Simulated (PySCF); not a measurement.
PySCF 2.14.0, unrestricted PBE/def2-svp, df: [CH2][Si](C)(C)O, charge 0, multiplicity 2, 14 atoms. The geometry is a generated start, not checked to be a minimum at this level.

| Quantity | Result |
|---|---|
| task | energy |
| method | pbe |
| basis | def2-svp |
| two-electron scheme | density fitting |
| mol.max_memory | 3000 MB |
| mf.max_cycle | 100 |
| mf.conv_tol | 1e-09 (default) |
| mf.grids.level | 3 (default) |
| basis functions | 119 |
| grid points | 163888 |

```xyz
14

C      0.5565     1.6816    -0.7445
Si    -0.0058     0.2174     0.2352
C     -1.4865    -0.6191    -0.6441
C      1.3737    -1.0741     0.4712
O     -0.4068     0.6385     1.7687
H      0.5521     2.6857    -0.3569
H      0.9296     1.5952    -1.7528
H     -2.3152     0.0701    -0.7784
H     -1.8500    -1.4654    -0.0686
H     -1.2033    -0.9839    -1.6253
H      1.0021    -1.9470     0.9977
H      2.1959    -0.6632     1.0475
H      1.7648    -1.3993    -0.4865
H     -1.1073     1.2636     1.9368
```

Charge 0 and multiplicity 2 are set for this test and not shown to be the ground state.

With the defaults (mf.DIIS = CDIIS, mf.diis = true, mf.init_guess = minao, mf.level_shift = 0, mf.damp = 0, mf.diis_start_cycle = 1, mf.diis_space = 8) it converges in 14 Fock builds. One run each on 2 threads, 1 BLAS thread, with these changes:
- mf.level_shift = 0.3 Hartree
- mf.diis_space = 3
- mf.init_guess = 1e
- mf.DIIS = EDIIS
- mf.init_guess = sap
- mf.init_guess = huckel
- mf.diis = false
- mf.init_guess = mod_huckel
- mf.damp = 0.7, mf.diis_start_cycle = 8

**Question.** Which of these changes keep the SCF from converging, or lead it to another solution?

**Answer.** No convergence: mf.DIIS = EDIIS; mf.diis = false (the run ends without SCF convergence in 100 cycles). The rest reach the solution of the defaults.

```json
[
 {"setting": "the defaults", "Fock builds": "14", "end": "same solution"},
 {"setting": "mf.init_guess = sap", "Fock builds": "16", "end": "same solution"},
 {"setting": "mf.damp = 0.7, mf.diis_start_cycle = 8", "Fock builds": "16", "end": "same solution"},
 {"setting": "mf.init_guess = huckel", "Fock builds": "16", "end": "same solution"},
 {"setting": "mf.init_guess = mod_huckel", "Fock builds": "16", "end": "same solution"},
 {"setting": "mf.init_guess = 1e", "Fock builds": "20", "end": "same solution"},
 {"setting": "mf.level_shift = 0.3 Hartree", "Fock builds": "21", "end": "same solution"},
 {"setting": "mf.diis_space = 3", "Fock builds": "23", "end": "same solution"},
 {"setting": "mf.DIIS = EDIIS", "Fock builds": "101", "end": "no convergence"},
 {"setting": "mf.diis = false", "Fock builds": "101", "end": "no convergence"}
]
```
